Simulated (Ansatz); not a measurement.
Subject: the formation energy of Sn_Cu in Cu (fcc, Fm-3m). Reaction: Sn (white tin) + 63 Cu (fcc) → cell A.

Cell A: a supercell of 64 sites of Cu (fcc, Fm-3m) with Sn on a Cu site (12 Cu at 2.65 Å); spin state with PBE: run without spin, k-point mesh 5×5×5.
```
CELL_PARAMETERS angstrom
     10.26429     0.00000     0.00000
      5.13214     8.88913     0.00000
      5.13214     2.96304     8.38075
ATOMIC_POSITIONS crystal
  Cu 0.00000 0.00000 0.00000
  Cu 0.00000 0.00000 0.24979
  Cu 0.00000 0.00000 0.50000
  Cu 0.00000 0.00000 0.75021
  Cu 0.00000 0.24979 0.00000
  Cu 0.00147 0.24925 0.24925
  Cu 0.00147 0.24925 0.50002
  Cu 0.00000 0.24979 0.75021
  Cu 0.00000 0.50000 0.00000
  Cu 0.00147 0.50002 0.24925
  Cu 0.00000 0.50000 0.50000
  Cu 0.99853 0.49998 0.75075
  Cu 0.00000 0.75021 0.00000
  Cu 0.00000 0.75021 0.24979
  Cu 0.99853 0.75075 0.49998
  Cu 0.99853 0.75075 0.75075
  Cu 0.24979 0.00000 0.00000
  Cu 0.24925 0.00147 0.24925
  Cu 0.24925 0.00147 0.50002
  Cu 0.24979 0.00000 0.75021
  Cu 0.24925 0.24925 0.00147
  Cu 0.25000 0.25000 0.25000
  Cu 0.24925 0.24925 0.50002
  Cu 0.24936 0.24936 0.75064
  Cu 0.24925 0.50002 0.00147
  Cu 0.24925 0.50002 0.24925
  Cu 0.24218 0.50000 0.50000
  Cu 0.24218 0.50000 0.75782
  Cu 0.24979 0.75021 0.00000
  Cu 0.24936 0.75064 0.24936
  Cu 0.24218 0.75782 0.50000
  Cu 0.24936 0.75064 0.75064
  Cu 0.50000 0.00000 0.00000
  Cu 0.50002 0.00147 0.24925
  Cu 0.50000 0.00000 0.50000
  Cu 0.49998 0.99853 0.75075
  Cu 0.50002 0.24925 0.00147
  Cu 0.50002 0.24925 0.24925
  Cu 0.50000 0.24218 0.50000
  Cu 0.50000 0.24218 0.75782
  Cu 0.50000 0.50000 0.00000
  Cu 0.50000 0.50000 0.24218
  Sn 0.50000 0.50000 0.50000
  Cu 0.50000 0.50000 0.75782
  Cu 0.49998 0.75075 0.99853
  Cu 0.50000 0.75782 0.24218
  Cu 0.50000 0.75782 0.50000
  Cu 0.49998 0.75075 0.75075
  Cu 0.75021 0.00000 0.00000
  Cu 0.75021 0.00000 0.24979
  Cu 0.75075 0.99853 0.49998
  Cu 0.75075 0.99853 0.75075
  Cu 0.75021 0.24979 0.00000
  Cu 0.75064 0.24936 0.24936
  Cu 0.75782 0.24218 0.50000
  Cu 0.75064 0.24936 0.75064
  Cu 0.75075 0.49998 0.99853
  Cu 0.75782 0.50000 0.24218
  Cu 0.75782 0.50000 0.50000
  Cu 0.75075 0.49998 0.75075
  Cu 0.75075 0.75075 0.99853
  Cu 0.75064 0.75064 0.24936
  Cu 0.75075 0.75075 0.49998
  Cu 0.75000 0.75000 0.75000
```

Reference: Sn (white tin, I4₁/amd), 2 atoms in the cell, k-point mesh 22×22×22 on the run's own vectors. Conventional cell: a = b = 5.9457 Å, c = 3.2168 Å, α = β = γ = 90.00°.

Reference: Cu (fcc, Fm-3m), 64 atoms in the cell, the relaxed perfect crystal repeated, atoms not moved again; spin state with PBE: run without spin, k-point mesh 5×5×5 on the run's own vectors.

Plane-wave PAW calculations with Ansatz (an electronic-structure program), its PAW set soft_1, cutoff 500 eV. The structures are at rest with PBE, within the held lattices; other levels are single points on them. Neutral cells; Fermi-Dirac smearing of at most 0.10 eV in the solids, energies taken to zero width. The lattices are those relaxed with PBE, so at other levels the solids can be strained. Larger cells are relaxed from a start prepared with the learned potential CHGNet, on a coarser mesh till forces fall under 0.03 eV/Å, which some starts already meet. A dispersion term (D3(BJ), or D4 for r2SCAN) was computed beside these levels and is taken off wherever the name lacks it. Space groups of crystals are read within 0.01 Å. No zero-point or thermal terms. The structures are the rest points that the relaxations reached, not proven lowest. The runs are scalar-relativistic, without spin-orbit coupling. No correction for cell size. Mesh and cell size may move defect energies by 0.1 eV or more. Cell A has symmetry Fm-3m within 0.02 Å and got no random move, so less symmetric positions, which may lie lower, weren't tried.

**Question.** Estimate the value that r2SCAN returns for this input.

**Answer.** 0.06 eV, for Sn (white tin) + 63 Cu (fcc) → cell A.
